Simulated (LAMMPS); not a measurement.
Chemical order in Ni (fcc) with 10 % of Ni sites Al, bulk, by atom swaps with MD.

Level of theory: classical MD, pair style eam/alloy, file NiAlH_jea.eam.alloy; code LAMMPS.

```json
[
 {"T (K)": "330", "Warren-Cowley parameter Al-Ni, first shell (negative: neighbours more often than at random; error set to 0.002 at least)": "-0.110 ± 0.002", "energy change": "-18 meV/atom"},
 {"T (K)": "490", "Warren-Cowley parameter Al-Ni, first shell (negative: neighbours more often than at random; error set to 0.002 at least)": "-0.110 ± 0.002", "energy change": "-16 meV/atom"},
 {"T (K)": "820", "Warren-Cowley parameter Al-Ni, first shell (negative: neighbours more often than at random; error set to 0.002 at least)": "-0.099 ± 0.002", "energy change": "-14 meV/atom"}
]
```

Uncertainties are statistical and leave out the potential's own error.
